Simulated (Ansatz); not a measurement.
Base system: TiAl (space group P4/mmm, No. 123; a = 2.766 Å, c = 4.002 Å; relaxed with 0.1 eV smearing). Axes: x, y, z lie along a, b, c of the conventional cell.

Method: LDA/PAW in Ansatz (an electronic-structure program), no spin-orbit coupling.

Now apply this change: the cell is scaled by 1.0250 in all directions; the atoms relax in the strained cell.

Predict the stress tensor and what it implies for the stiffness.

Stress of the strained cell less that of the base (GPa, compression positive):
```
   -8.1     0.0     0.0
    0.0    -8.1     0.0
    0.0     0.0    -8.1
```

Then B = −ΔP/(ΔV/V₀) with ΔV/V₀ = 0.0769 gives secant stiffness values (nonlinear terms included at this strain): B (at held cell shape, above the free-shape value) ≈ 106 GPa.

As a check, the harmonic strain energy −½ V₀ Δσ:ε is 29 meV/atom; the computed energy rise is 32 meV/atom.

Whether these cells are dynamically stable was not tested. The final runs are not spin-polarised.
